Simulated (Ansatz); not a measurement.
## Short convergence ladders for AlTc2 (I4mm, 3 atoms in the cell)

```yaml
crystal:
  lattice:
    - [-1.48306, 1.48306, 4.70677]
    - [1.48306, -1.48306, 4.70677]
    - [1.48306, 1.48306, -4.70677]
  atoms:
    - { symbol: Al, position: [0.00531, 0.00531, 0.00000] }
    - { symbol: Tc, position: [0.66991, 0.66991, 0.00000] }
    - { symbol: Tc, position: [0.33009, 0.33009, 0.00000] }
```

Base method: PBEsol, default PAW files made with PBE (plane waves; Ansatz, an electronic-structure program).

Base settings: basis.ecutwfc = 500 eV; kpoints.mp_grid.grid = 13 13 13; hamiltonian.xc = pbesol; hamiltonian.pseudopotentials = {kind: paw} (the program's default PAW files); scf.occupations.method = fermi_dirac; scf.occupations.width = 0.1 eV.

The count of work is k-points × plane waves × bands × iterations; it is no time. Core times come from one kind of shared machine, to one figure; runs under 30 s give none.

**The k-point mesh at a smearing width of 0.02 eV**

In this ladder: scf.occupations.width = 0.02 eV.

Only quantities that move along the ladder and can be compared are tabulated.

| kpoints.mp_grid.grid | free energy less the last step's (meV/atom) | pressure (GPa) | largest difference of a force vector from the last step's (eV/Å) | count of work / last | core time / last (rough) |
|---|---|---|---|---|---|
| 5 5 5 | 16.68 | -0.21 | 0.023 | 0.010 | – |
| 7 7 7 | -0.09 | -0.43 | 0.004 | 0.023 | – |
| 8 8 8 | 4.37 | -0.40 | 0.243 | 0.030 | – |
| 10 10 10 | -0.96 | -0.46 | 0.029 | 0.051 | – |
| 12 12 12 | 0.05 | -0.43 | 0.062 | 0.082 | – |
| 17 17 17 | -0.23 | -0.42 | 0.011 | 0.20 | 0.1 |
| 25 25 25 | -0.02 | -0.42 | 0.012 | 0.59 | 0.6 |
| 30 30 30 | 0.00 | -0.42 | 0.000 | 1.0 | 1 |

Coarsest kpoints.mp_grid.grid that holds the pressure within 0.1 GPa of the last step, with all finer ones: 7 7 7, at 0.023 of the last step's count of work; the step before is off by 0.20 GPa.

Coarsest kpoints.mp_grid.grid that holds the free energy within 0.5 meV/atom of the last step, with all finer ones: 12 12 12, at 0.082 of the last step's count of work; the step before is off by 0.96 meV/atom.

Coarsest kpoints.mp_grid.grid that holds the forces within 0.02 eV/Å: not settled: the last two steps still differ by 0.012 eV/Å, over half the tolerance, so the ladder does not show it.

**The width of Fermi-Dirac smearing**

In this ladder: kpoints.mp_grid.grid = 21 21 21.

Narrow widths need finer meshes than wide ones, so the last steps can hold mesh noise.

Only quantities that move along the ladder and can be compared are tabulated; pressure and forces are left out, as mesh noise rules them at narrow widths.

| scf.occupations.width | free energy less the last step's (meV/atom) | energy extrapolated to zero width less the last step's (meV/atom) | core time / last (rough) |
|---|---|---|---|
| 1 eV | -1123.13 | 90.08 | 1 |
| 0.5 eV | -227.53 | 35.04 | 1.0 |
| 0.3 eV | -67.53 | 3.67 | 1 |
| 0.2 eV | -25.01 | -0.95 | 0.8 |
| 0.1 eV | 0.00 | 0.00 | 1 |

Widest scf.occupations.width that holds the energy extrapolated to zero width within 2 meV/atom of the last step, with all finer ones: 0.2 eV; the step before is off by 3.7 meV/atom.

Widest scf.occupations.width that holds the free energy within 5 meV/atom: not settled: the last two steps still differ by 25 meV/atom, over half the tolerance, so the ladder does not show it.

The extrapolation to zero width removes most of the smearing's effect on the energy.

**The width of cold smearing**

In this ladder: kpoints.mp_grid.grid = 21 21 21; scf.occupations.method = cold.

Narrow widths need finer meshes than wide ones, so the last steps can hold mesh noise.

Only quantities that move along the ladder and can be compared are tabulated; pressure and forces are left out, as mesh noise rules them at narrow widths.

| scf.occupations.width | free energy less the last step's (meV/atom) | core time / last (rough) |
|---|---|---|
| 0.5 eV | -1.42 | 0.7 |
| 0.3 eV | -0.83 | 1.0 |
| 0.2 eV | -0.28 | 0.6 |
| 0.1 eV | 0.00 | 1 |

Widest scf.occupations.width that holds the free energy within 1 meV/atom of the last step, with all finer ones: 0.3 eV; the step before is off by 1.4 meV/atom.

On the base run: the starting cell comes from a database of computed structures (which also holds hypothetical and non-ambient phases and stackings), without a prior relaxation at this level. Its lattice was rescaled by up to half a per cent. One atom was moved a little off its site on purpose. Spin polarisation is off. Ansatz's pressure includes its estimate of the finite-basis (Pulay) stress.

Left out of this page: 4 runs of the series outside the window shown, repeating another row's setting, or not comparable; 1 run of the series unsound by tests on forces, stress, charge or solver warnings.

Keys are those of Ansatz 0.2.
